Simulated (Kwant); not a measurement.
Device: quantum point contact (saddle potential) in a InSb two-dimensional gas. Effective mass 0.014 mₑ, grid spacing 15 nm, hard walls, nominal width 300 nm (19 grid rows, so walls 300 nm apart), one parabolic valley, scattering region 900 nm long along x; energies count from the band bottom; Fermi energy swept from 0.00014922 to 0.002912 eV. Potential (V0 + ½k y²) cos²(πx/L) for |x| < L/2, with V0 = 0.0011 eV, k = 5.3e-07 eV/nm², L = 540 nm.

Constants are typed, rounded textbook-type inputs, not results; the design itself was drawn at random and stands for no fabricated device.

Computed with Kwant: effective-mass tight-binding model on a square grid, one spin, coherent transport at 0 K. Conductance is in e²/h.

Density of the scattering states that come in from the left lead, at energy = 0.0008299 eV, in bins, relative to the largest site value (x marks bins outside the device):

```
|00000000000000000000000000000000000000000000|
|00000000000000000000000000000000000000000000|
|10000001111100000000000000000000000000000000|
|21000012232210000000000000000000000000000000|
|31000023444321000000000000000000000000000000|
|42100024565532100000000000000000000000000000|
|52100135677642110000000000000000000000000000|
|63100136788753210000000000000000000000000000|
|63100147899863210000000000000000000000000000|
|63100147899864210000000000000000000000000000|
|63100147899863210000000000000000000000000000|
|63100136788753210000000000000000000000000000|
|52100135677642110000000000000000000000000000|
|42100024565532100000000000000000000000000000|
|31000023444321000000000000000000000000000000|
|21000012232210000000000000000000000000000000|
|10000001111100000000000000000000000000000000|
|00000000000000000000000000000000000000000000|
|00000000000000000000000000000000000000000000|
```
Scale: ten equal steps from 0.000 (start of '0') to 0.987 (end of '9'), in the order '0123456789'; x runs from -425 to 425, y from -129 (bottom) to 129 (top).

The conductance there is 4.0e-5 e²/h with 1 open channel(s) in the leads.
